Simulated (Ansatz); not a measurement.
Candidates (primitive cells; geometry: cell and atoms relaxed with PBEsol):
A. ZnInGaO$_{4}$ (R3m), a = b = c = 8.7942 Å, α = β = γ = 21.73°
B. BN (F-43m), a = b = c = 2.5496 Å, α = β = γ = 60.00°
C. CaSe (Fm-3m), a = 4.150 Å, b = 4.150 Å, c = 4.150 Å, α = 60.00°, β = 60.00°, γ = 60.00°
D. SiO2 (P3_121), a = b = 4.949 Å, c = 5.441 Å, α = β = 90.00°, γ = 120.00°
E. Li$_{2}$S (Fm-3m), a = 3.9986 Å, b = 3.9986 Å, c = 3.9986 Å, α = 60.00°, β = 60.00°, γ = 60.00°

Problem. Order them by band gap (lowest first) at the level r2SCAN, rigid bands (Ansatz, a program for electronic structure).

Solution. A (1.74 eV), C (2.44 eV), E (3.86 eV), B (5.01 eV), D (6.49 eV)

Spin-orbit coupling is left out.

Formula and space group known from diffraction (Crystallography Open Database), not checked to be the room-temperature form: CaSe (Fm-3m), Li2S (Fm-3m).
